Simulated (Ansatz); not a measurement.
Start from Al in the fcc (Cu type) structure (space group Fm-3m, No. 225; relaxed with 0.1 eV smearing).

```cif
data_Al
_chemical_formula_sum 'Al1'
_space_group_name_H-M_alt 'P 1'
_space_group_IT_number 1
_cell_length_a 2.82394
_cell_length_b 2.82394
_cell_length_c 2.82394
_cell_angle_alpha 60.000
_cell_angle_beta 60.000
_cell_angle_gamma 60.000
loop_
_space_group_symop_operation_xyz
  'x, y, z'
loop_
_atom_site_label
_atom_site_type_symbol
_atom_site_fract_x
_atom_site_fract_y
_atom_site_fract_z
_atom_site_occupancy
Al1 Al 0.00000 0.00000 0.00000 1
```

Computed with r2SCAN, PAW, 500 eV (Ansatz, a program for electronic structure; scalar-relativistic without spin-orbit coupling).

Base values:

```
Quantity   Result
--------  -------
Pressure  0.0 GPa
```

Modification: the cell is scaled by 0.9700 in all directions, atoms relaxed at fixed cell.

### Question
What does the calculation give for the pressure after the change?

### Answer
The pressure goes from zero to 10.3 GPa.

### Question
Estimate the effect on the energy relative to the base.

### Answer
The energy rises by 41 meV/atom.

The cells carry an imposed strain or load. Stability against distortions was not tested.
